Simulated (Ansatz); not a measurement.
HfO2: response to strain

Base system: HfO₂ (space group P2_1/c, No. 14).

```
HfO2
1.0
    5.11406     0.00000     0.00000
    0.00000     5.18158     0.00000
   -0.87114     0.00000     5.22313
Hf O
4 8
Direct
  0.27621   0.04185   0.20822
  0.72379   0.54185   0.29178
  0.72379   0.95815   0.79178
  0.27621   0.45815   0.70822
  0.07006   0.33377   0.34402
  0.92994   0.83377   0.15598
  0.92994   0.66623   0.65598
  0.07006   0.16623   0.84402
  0.44796   0.75767   0.47851
  0.55204   0.25767   0.02149
  0.55204   0.24233   0.52149
  0.44796   0.74233   0.97851
```

Cartesian axes are those of the cell as printed.

Strains are applied to the cell and any free atomic positions relax; under biaxial strain the out-of-plane vector relaxes too.

All numbers come from DFT with r2SCAN, PAW potentials and a 500 eV plane-wave cutoff in Ansatz (a program for electronic structure), no spin-orbit coupling.

Candidates:
(a) uniaxial strain ε_yy = +2.53 %
(b) isotropic strain −0.52 %
(c) isotropic strain +0.84 %
(d) biaxial strain −0.47 %, plane normal [001], relaxed out of plane
(e) biaxial strain −2.65 %, plane normal [001], relaxed out of plane

Notes on the quantities. energy relative to the base: free energy F.

### Question
Order them by energy relative to the base, highest first.

### Answer
(e) biaxial strain −2.65 %, plane normal [001], relaxed out of plane (+22 meV/atom), (a) uniaxial strain ε_yy = +2.53 % (+9.5 meV/atom), (c) isotropic strain +0.84 % (+4.9 meV/atom), (b) isotropic strain −0.52 % (+1.9 meV/atom), (d) biaxial strain −0.47 %, plane normal [001], relaxed out of plane (+0.7 meV/atom)

Whether these cells are dynamically stable was not tested.
